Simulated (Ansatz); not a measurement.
Results of LDA (Ansatz, a quantum-chemistry and plane-wave program, PAW) for GeSe (model structure, started from the 4H type, P6₃mc, No. 186, 8 atoms in the cell).

Run with plane-wave cutoff 520 eV, 18×18×4 k mesh (along the axes of the cell as run), Fermi–Dirac smearing 0.05 eV, scalar-relativistic PAW data made under PBE.

Cell (relaxed at this level):

Space group P6₃mc (No. 186); a = 4.6664 Å, b = 4.6664 Å, c = 10.9826 Å, α = 90.00°, β = 90.00°, γ = 120.00°

| atom | site | symmetry | x | y | z |
|---|---|---|---|---|---|
| Ge | 2a | 3m. | 0.0000 | 0.0000 | 0.0238 |
| Ge | 2b | 3m. | 0.3333 | 0.6667 | 0.2735 |
| Se | 2a | 3m. | 0.0000 | 0.0000 | 0.2895 |
| Se | 2b | 3m. | 0.3333 | 0.6667 | 0.0389 |

Question: Estimate the band gap, smallest direct gap on the k points sampled and Γ–Γ gap that the calculation returns.

Answer: 
- band gap: 0.34 eV (indirect)
- smallest direct gap on the k points sampled: 0.73 eV
- Γ–Γ gap: 2.32 eV

Note: the relaxation could raise the start's symmetry but not lower it, so the cell can be a saddle point.

Spin–orbit coupling is not included.

Static lattice: no zero-point or thermal effects.

The result took very roughly 4 core-minutes.

A model structure was made by putting elements into a prototype or built by hand; it is no filed structure, need not be a known phase, and can be a saddle point held by its symmetry.
